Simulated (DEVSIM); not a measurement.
Device: W/SiO2/p-InP capacitor, at 300 K.

```tsv
layer (left to right)	material	thickness (nm)	Na (cm⁻³)
1	SiO2	35.0	-
2	InP	8100	5.9e15
```

Metal gate on the left, work function 4.6 eV. Fixed charge at the semiconductor interface -7.3e10 cm⁻² (in units of +e); no interface traps.

Constants are typed, rounded textbook-type inputs, not results; the design itself was drawn at random and stands for no fabricated device. Values at 300 K.

| parameter | SiO2 | InP |
|---|---|---|
| gap (eV) | 9 | 1.344 |
| affinity (eV) | 0.9 | 4.38 |
| permittivity | 3.9 | 12.5 |
| Nc (cm⁻³) | - | 5.7e17 |
| Nv (cm⁻³) | - | 1.1e19 |

Simulated with DEVSIM: 1D Poisson equation in equilibrium, Boltzmann statistics, complete ionisation; no quantum confinement or tunnelling. Metal contacts follow the ideal Schottky-Mott rule: no Fermi-level pinning, no interface dipoles.

Give the band bending (positive: bands bend down) and minority sheet density.


```tsv
Vg (V)	ψs (V)	minority carriers (cm⁻²)
-2.4	-0.153	< 1e8
-2.1	-0.142	< 1e8
-1.8	-0.128	< 1e8
-1.5	-0.108	< 1e8
-1.2	-0.079	< 1e8
-0.9	-0.026	< 1e8
-0.6	0.091	< 1e8
-0.3	0.278	< 1e8
0	0.494	< 1e8
0.3	0.724	< 1e8
0.6	0.962	2.7e8
0.9	1.112	7.2e10
1.2	1.148	2.3e11
```
